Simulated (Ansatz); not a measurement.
**ZnSiP2: pressure series**

Base system: ZnSiP2 in the chalcopyrite structure (space group I-42d, No. 122; a = 5.419 Å, c = 10.539 Å).

Cell and atoms are relaxed at each pressure.

The values are results of Ansatz (a quantum-chemistry and plane-wave program) PBE, spin-orbit coupling left out, not measurements.

For the base:

```
Property   Result
--------  -------
Band gap  1.36 eV
```

### Question
The aim is a band gap between 0.93 eV and 1.00 eV. Which of these changes reaches it?
A. pressure −2 GPa
B. pressure 45 GPa
C. pressure 18 GPa

### Answer
C, pressure 18 GPa. It gives 0.97 eV; pressure −2 GPa gives 1.41 eV; pressure 45 GPa gives 0.52 eV. Changes not listed may reach it too

Load acts through the strain it causes; cell and atoms are relaxed under it. No phonon test of stability was made. No other phases were tried under pressure.
